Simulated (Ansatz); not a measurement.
Base system: TlBr in the CsCl type structure (space group Pm-3m, No. 221; a = 3.840 Å). Axes: x, y, z lie along the cube axes.

Calculations: LDA, PAW, 420 eV (Ansatz, a program for electronic structure; without spin-orbit coupling).

For the base:

| Property | Value |
|---|---|
| Band gap | 1.37 eV |

One thing is altered: biaxial strain +3.00 %, plane normal [001], relaxed out of plane (Cartesian); in-plane vectors clamped, the third vector and the atoms free.

Problem. What happens to the band gap, in-plane stress and ratio −ε⊥/ε∥?

Solution. The band gap shrinks by 0.172 eV, from 1.37 eV to 1.19 eV; the mean in-plane stress (compression positive) comes out as -1.5 GPa; the ratio −ε⊥/ε∥ is 0.90.

With Tl present, leaving out spin-orbit coupling can change the band edges. No phonon test of stability was made.
